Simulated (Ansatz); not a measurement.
The starting structures come from a database of crystals and need not be the phases stable at ambient conditions.

Inside the gap of an insulator the Bloch states are evanescent, with a wavenumber k + iκ along the transport direction.

Given:

```yaml
crystal:
  lattice:
    - [6.10961, 0.00000, 0.00000]
    - [0.00000, 6.65352, 0.00000]
    - [3.02011, 3.32676, 3.22539]
  atoms:
    - { symbol: Ta, position: [0.88091, 0.76807, 0.43720] }
    - { symbol: Ta, position: [0.11909, 0.20527, 0.56280] }
    - { symbol: O, position: [0.50000, 0.45686, 0.00000] }
    - { symbol: O, position: [0.03111, 0.50278, 0.48038] }
    - { symbol: O, position: [0.96889, 0.98316, 0.51962] }
    - { symbol: O, position: [0.27369, 0.08208, 0.81070] }
    - { symbol: O, position: [0.72631, 0.89278, 0.18930] }
```

Space group of this cell: C2. The cell is taken as given; by r2SCAN its mean pressure is -4.6 GPa.

Transport runs along the normal of the first two printed cell vectors.

The gap is the functional's own. No spin-orbit coupling. Mid-gap values are interpolated on the energy grid.

Task: State the band gap and the smallest decay constant κ at mid-gap according to r2SCAN (Ansatz, a first-principles code).

Result: Gap 3.78 eV on a 8×10×10 mesh; κ = 0.357 1/Å, at the zone centre.
